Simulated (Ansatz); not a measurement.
How far PBE and r2SCAN part for TaN, pressure 30 GPa

Base system: TaN in the rock salt structure (space group Fm-3m, No. 225; a = 4.417 Å).

(Cell as relaxed with PBE.)

Levels (all Ansatz, a program for electronic structure, PAW): PBE (420 eV, spin-orbit coupling left out); r2SCAN (500 eV, without spin-orbit coupling).

Each level relaxes its own structure.

| base | PBE | r2SCAN |
|---|---|---|
| volume per atom | 10.77 Å³ | 10.62 Å³ |
| lattice parameter a | 4.417 Å | 4.396 Å |
| band gap | zero | zero |

Modification: a hydrostatic pressure of 30 GPa.

| quantity | PBE | r2SCAN |
|---|---|---|
| shortest interatomic distance | 2.153 Å | … |
| band gap | zero | … |

**Question.** Predict the r2SCAN column.

**Answer.** 
- shortest interatomic distance, r2SCAN: 2.145 Å
- band gap, r2SCAN: zero

PBE's shortest interatomic distance lies 0.0072 Å above r2SCAN's (0.3 %); the two agree on the band gap. Neither level is exact; r2SCAN is the comparison here, not a measurement.

Load acts through the strain it causes; cell and atoms are relaxed under it. Whether these cells are dynamically stable was not tested. No other phases were tried under pressure. All final runs are without spin polarisation. This is not the structure that TaN has at room temperature and ambient pressure.
